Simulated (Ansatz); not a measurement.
## B4C3 (model structure, started from the Al4C3 type, R-3m, No. 166, 7 atoms in the cell)

Method: LDA (Ansatz, a quantum-chemistry and plane-wave program, PAW).

Numerical settings: plane-wave cutoff 520 eV, 14×14×14 k mesh, Fermi–Dirac smearing 0.01 eV, scalar-relativistic PAW data made under PBE.

Cell (relaxed at this level):

```yaml
crystal:
  lattice:
    - [1.34183, 0.77471, 6.86535]
    - [-1.34183, 0.77471, 6.86535]
    - [0.00000, -1.54941, 6.86535]
  atoms:
    - { symbol: B, position: [0.86834, 0.86834, 0.86834] }
    - { symbol: B, position: [0.13166, 0.13166, 0.13166] }
    - { symbol: B, position: [0.70376, 0.70376, 0.70376] }
    - { symbol: B, position: [0.29624, 0.29624, 0.29624] }
    - { symbol: C, position: [0.78005, 0.78005, 0.78005] }
    - { symbol: C, position: [0.21995, 0.21995, 0.21995] }
    - { symbol: C, position: [0.00000, 0.00000, 0.00000] }
```

| Item | Result |
|---|---|
| band gap | 1.05 eV (on the SCF k mesh) |
| bulk modulus B0 | 313 GPa |

Note: the bulk modulus is −V dP/dV from two relaxed cells at ±2 % in volume; the relaxation could raise the start's symmetry but not lower it, so the cell can be a saddle point.

The result took roughly 100 core-seconds.

A model structure was made by putting elements into a prototype or built by hand; it is no filed structure, need not be a known phase, and can be a saddle point held by its symmetry.
